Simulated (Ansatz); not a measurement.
The reference is PbI2 in the CdI2 type structure (space group P-3m1, No. 164).

```
PbI2
1.0
    4.55901     0.00000     0.00000
   -2.27951     3.94822     0.00000
    0.00000     0.00000     6.97266
Pb I
1 2
Direct
  0.00000   0.00000   0.00000
  0.33333   0.66667   0.27094
  0.66667   0.33333   0.72906
```

Calculations: DFT with PBE-D3(BJ), PAW potentials and a 420 eV plane-wave cutoff in Ansatz (an electronic-structure program), scalar-relativistic without spin-orbit coupling.

For the base:

The band gap is 2.18 eV and the electron mass comes out as 1.0 mₑ along k, 0.23 mₑ across (at A).

Perturbation: an isotropic linear strain of −5.83 %; the atoms relax in the strained cell.

What does the calculation give for the largest internal atomic displacement after the change?

The largest internal atomic displacement comes out as 0.153 Å.

Estimate the effect on the band gap.

The band gap shrinks by 0.36 eV, from 2.18 eV to 1.82 eV.

What happens to the electron mass?

The electron mass becomes 0.56 mₑ along k, 0.20 mₑ across (at A) (base: 1.0 mₑ along k, 0.23 mₑ across (at A)).

With I and Pb present, leaving out spin-orbit coupling can change the band edges. Effective masses come from finite differences of ±0.01 Å⁻¹. Along k means along the line from Γ to the band edge. No phonon test of stability was made.
